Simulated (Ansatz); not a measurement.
**What pressure 3 GPa does to MoTe2**

Base system: MoTe₂ in the 2H-MoS2 type structure (space group P6_3/mmc, No. 194; a = 3.4967 Å, c = 13.6973 Å; layered, stacked along the Cartesian z axis).

Now apply this change: cell and atoms relaxed at a pressure of 3 GPa.

Level of theory: Kohn–Sham DFT with the PBE-D3(BJ) functional, run in Ansatz (an electronic-structure program) with PAW and 420 eV plane waves, without spin-orbit coupling, earlier PAW set. k-mesh 11×11×3 (Γ-centred); smearing 0.05 eV (Fermi–Dirac).

The volume per atom falls by 1.255 Å³ to 22.92 Å³ and the lattice parameter a drops by 0.047 Å, from 3.497 Å to 3.450 Å. The c/a ratio shrinks by 0.051 to 3.866 and the shortest interatomic distance decreases by 0.016 Å to 2.700 Å. The enthalpy H = E + PV relative to the base's energy comes out as +0.44 eV/atom and the band gap shrinks by 0.26 eV to 0.34 eV (an upper bound: an edge found on the path is not a true extremum; the changed cell).

Spin-orbit coupling, missing from the scalar runs, can matter with Te. Load acts through the strain it causes; cell and atoms are relaxed under it. Stability against distortions was not tested. The program warned that a D3 coordination switch lies within reach, so dispersion energies are less smooth here.
